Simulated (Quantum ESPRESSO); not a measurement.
A user runs Quantum ESPRESSO on AgBiSeS (P4/mmm, 4 atoms in the cell) and asks whether the run is sound. The aim is a self-consistent single point with DFT, PBEsol, plane waves, PseudoDojo standard norm-conserving (PBESOL) pseudopotentials.

Cell that was meant: a = 4.0243 Å, b = 4.0243 Å, c = 5.9223 Å, α = 90.00°, β = 90.00°, γ = 90.00°.

Part of the input:

```fortran
  degauss = 0.0099958
/
&ELECTRONS
  conv_thr = 1.0d-3
  mixing_beta = 0.7
/
ATOMIC_SPECIES
```

Log, with long lists cut:

```
     Message from routine setup:
     using ibrav=0 with symmetry is DISCOURAGED, use correct ibrav instead
     G-vector sticks info
   [... lines left out ...]
                       cart. coord. in units 2pi/alat
        k(    1) = (   0.0000000   0.0000000   0.0000000), wk =   0.0081633
        k(    2) = (   0.0000000   0.0000000   0.1359004), wk =   0.0163265
        k(    3) = (   0.0000000   0.0000000   0.2718009), wk =   0.0163265
   [... 27 lines left out ...]

     Dense  grid:    74515 G-vectors     FFT dimensions: (  45,  45,  72)

     Initial potential from superposition of free atoms

     starting charge      55.9987, renormalised to      56.0000
     Self-consistent Calculation

     iteration #  1     ecut=    90.00 Ry     beta= 0.70

     Threshold (ethr) on eigenvalues was too large:
     Diagonalizing with lowered threshold

     total energy              =    -737.36309518 Ry
     estimated scf accuracy    <       0.20718590 Ry

     iteration #  2     ecut=    90.00 Ry     beta= 0.70

     total energy              =    -737.37003438 Ry
     estimated scf accuracy    <       0.37349082 Ry

     iteration #  3     ecut=    90.00 Ry     beta= 0.70

     total energy              =    -737.44806978 Ry
     estimated scf accuracy    <       0.07848256 Ry

     iteration #  4     ecut=    90.00 Ry     beta= 0.70

     total energy              =    -737.45511283 Ry
     estimated scf accuracy    <       0.00487011 Ry

     iteration #  5     ecut=    90.00 Ry     beta= 0.70
     End of self-consistent calculation

     the Fermi energy is    10.1957 ev

!    total energy              =    -737.45572799 Ry
     estimated scf accuracy    <       0.00065403 Ry
     smearing contrib. (-TS)   =      -0.00142261 Ry
     internal energy E=F+TS    =    -737.45430538 Ry

     convergence has been achieved in   5 iterations

     Forces acting on atoms (cartesian axes, Ry/au):

     atom    1 type  1   force =     0.00000000    0.00000000    0.00000000
   [... zero for the other atoms too ...]

     Total force =     0.000000     Total SCF correction =     0.000000

          total   stress  (Ry/bohr**3)                   (kbar)     P=      -49.94
  -0.00029474   0.00000000   0.00000000          -43.36        0.00        0.00
   0.00000000  -0.00029474   0.00000000            0.00      -43.36        0.00
   0.00000000   0.00000000  -0.00042891            0.00        0.00      -63.09

   JOB DONE.
```

### Question
Is anything amiss in this input, and did it matter?

### Answer
The run is not sound. The fault is a convergence threshold that is too loose. A loop that stops early leaves an energy error of second order in the density error, but errors of first order in forces and stress. To fix it, tighten the threshold. The run converged in 5 iterations without an error; against the sound input the free energy rises by 1.7 meV/atom and the pressure goes from -3.67 to -4.99 GPa.

An input that runs soundly differs in these lines (not the only fix; some lines may just follow from the change or write a value another way):
```diff
-  conv_thr = 1.0d-3
+  conv_thr = 1.0e-11
```

With that input, the run converged in 12 iterations: free energy E − TS -10033.6032 eV; Fermi level (on the code's own zero) 10.20 eV; pressure -3.67 GPa (DFT, PBEsol, plane waves, PseudoDojo standard norm-conserving (PBESOL) pseudopotentials).

On the sound input: the starting cell comes from a database of computed structures (which also holds hypothetical and non-ambient phases and stackings), without a prior relaxation at this level. With a pressure of about -4 GPa the cell is away from its equilibrium volume at this level. The run gives no clean gap (levels at the Fermi energy touch, overlap or are partly filled at this smearing), which alone does not show that the compound is a metal.
